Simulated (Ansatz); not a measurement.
Output of an Ansatz run (abridged):

```
WARN ansatz: RAYON_NUM_THREADS=1 ignored (pool sized by the plan → 1); use --threads N
Pseudopotentials: kind: paw
Pseudopotential: Bi, paw, valence charge 15
Crystal: 1 atoms, lattice volume = 31.398 Å³
Basis set: ecut = 420 eV, 627 PW (Γ), exchange–correlation on 48×48×48 points (8 copies of the dense FFT grid, shifted against one another)
Bands: 12, of which v1, the nominal top of the filled ones, is band 8 counted from 1 (7 counted from 0)
Symmetry: 48 space group operations
Space group: Im-3m (ITA 229), of the structure as read, at distance tolerance 3.2e-5 Å
k-points: 72 of 1728
PAW frozen core: Bi, regenerated for the run's functional, and the local potential with it
Initial density: superposition of atomic densities (neutral atoms: chi_scale 0, normalization atom), corrected by the library's trained network
Initial wavefunctions: pseudopotential atomic-orbital guess
Eigensolver: davidson
Functional: x = pbesol(κ = 0.804, μ = 0.12345679012345678), c = pbesol(β = 0.046)
SCF iter   1: F=—  HF=-12241.915283 eV  |F-HF|=—  |Δ(HF+E_count)|=         —  Δρ=9.30e-4  dr2=2.33e-4  ethr=1.77e-3  ⟨swp⟩=5.4  Hψ=4879  notcnv=0
all-band conjugate gradients solve this SCF's bands
preconditioner: auto → Kerker (q_TF=auto, 2.412 Å⁻¹)
SCF iter   2: F=—  HF=-12241.914678 eV  |F-HF|=—  |Δ(HF+E_count)|=   6.05e-4  Δρ=7.13e-4  dr2=1.43e-4  ethr=1.55e-6  ⟨swp⟩=2.5  Hψ=2008  notcnv=0
SCF iter   3: F=—  HF=-12241.914672 eV  |F-HF|=—  |Δ(HF+E_count)|=   6.06e-6  Δρ=4.35e-4  dr2=3.28e-5  ethr=9.53e-7  ⟨swp⟩=2.0  Hψ=1374  notcnv=0
SCF iter   4: F=—  HF=-12241.914652 eV  |F-HF|=—  |Δ(HF+E_count)|=   2.02e-5  Δρ=2.09e-4  dr2=7.16e-6  ethr=2.18e-7  ⟨swp⟩=3.0  Hψ=1435  notcnv=0
SCF iter   5: F=—  HF=-12241.914647 eV  |F-HF|=—  |Δ(HF+E_count)|=   4.48e-6  Δρ=3.32e-5  dr2=1.94e-7  ethr=4.77e-8  ⟨swp⟩=2.0  Hψ=1274  notcnv=0
SCF iter   6: F=-12241.914647 eV  HF=-12241.914647 eV  |F-HF|=4.04e-9  |Δ(HF+E_count)|=   9.39e-8  Δρ=4.97e-6  dr2=5.65e-9  ethr=6.67e-10  ⟨swp⟩=7.2  Hψ=4275  notcnv=0
SCF 1 converged in 6 iterations: F = -12241.914647 eV  dr2 = 5.65e-9
SCF converged after 6 iterations
Free energy (F): -12241.914647 eV
Harris-Foulkes:  -12241.914647 eV  (|F-HF|=4.04e-9)
Internal energy: -12241.910998 eV  (E = F + TS)
E sigma→0 (E₀):  -12241.912822 eV
Entropy (-TS):   -0.003649 eV (-3.649 meV/atom)
Fermi energy:    11.504466 eV
--- Per-component energies (eV) ---
  E_band       = -86.026082
  E_kinetic    = 301.995406
  E_local      = -1407.457024  (includes V_loc(G=0)·N_el)
  E_nonlocal   = 561.954046
  E_hartree    = 444.394135
  E_xc         = -150.187818
  E_vxc        = -144.013682  (∫ρ·V_xc dr)
  E_paw        = -10509.482223  (= ΣΔE_a)
  E_vpaw       = -287.295487  (= ΣTr[D̂ρ^β])
  E_aug_tail   = -0.000464  (compensation charges beyond the density's cutoff)
  E_ewald      = -1483.216808
  E_core_change = 0.089752  (= ΣΔE_core)
  E_smearing   = -0.003649  (= −TS)
  E_closure    = -0.000000  (closes the sum)
  Σ components = -12241.914647   (vs F -12241.914647, Δ=0.00e0)
--- Forces (eV/Å), atoms counted from 1 ---
  atom   1  Bi    -0.00000000     0.00000000    -0.00000000
  max |Σ_I F_I| component: 3.37e-31 eV/Å
--- Stress (GPa, compression-positive) ---
       -2.655197      -0.000000       0.000000
        0.000000      -2.655197      -0.000000
       -0.000000       0.000000      -2.655197
  P = ⅓ Tr σ = -2.6552 GPa (-26.552 kbar)
  The stress holds the Pulay correction. Without it, at fixed plane waves, as pw.x and ABINIT print it: P = -2.6840 GPa
--- Band table (eV; the first three rows and the last of 72) ---
  k-point 0: bands = ["-11.5291", "-11.5291", "-11.5291", "-11.4023", "-11.4023", "-2.0292", "16.4859", "16.4859", "16.4859", "20.4339", "21.8783", "21.8783"]
  k-point 1: bands = ["-11.5317", "-11.5246", "-11.5156", "-11.4054", "-11.4028", "-1.9039", "15.2121", "16.1077", "16.3735", "20.6166", "21.2456", "21.5590"]
  k-point 2: bands = ["-11.5388", "-11.5135", "-11.4783", "-11.4127", "-11.4042", "-1.5328", "12.9482", "15.2663", "16.0587", "19.4021", "20.4385", "21.6021"]
  k-point 71: bands = ["-11.5384", "-11.5384", "-11.3411", "-11.3411", "-11.3411", "3.0457", "9.6443", "9.6443", "9.6443", "14.9508", "14.9508", "26.6865"]
```

The structure:

```xyz
1
Lattice="-1.9874 1.9874 1.9874 1.9874 -1.9874 1.9874 1.9874 1.9874 -1.9874" Properties=species:S:1:pos:R:3 pbc="T T T"
Bi     0.0000     0.0000     0.0000
```

### Question
What input produced this log?

### Answer
Other spellings and defaults could give the same log, and not every line can be read from it. The input that was run (DFT, PBEsol, plane waves, default PAW files made with PBE):

Ansatz 0.2 input:
```yaml
# Bi
crystal:
  lattice:
    - [-1.987374, 1.987374, 1.987374]
    - [1.987374, -1.987374, 1.987374]
    - [1.987374, 1.987374, -1.987374]
  atoms:
    - { symbol: Bi, position_ang: [0.000000, 0.000000, 0.000000] }
basis:
  ecutwfc: 420.0 eV
kpoints:
  mp_grid: { grid: [12, 12, 12] }
hamiltonian:
  xc: pbesol
  pseudopotentials: { kind: paw }
scf:
  occupations: { method: gaussian, width: 0.1 eV }
output:
  forces: true
  eigenvalues: true
  stress: true
```

The starting cell comes from a database of computed structures (which also holds hypothetical and non-ambient phases and stackings), without a prior relaxation at this level. Its lattice was rescaled by up to half a per cent. Spin-orbit coupling is off. Ansatz's pressure includes its estimate of the finite-basis (Pulay) stress.

Ansatz is an electronic-structure program.
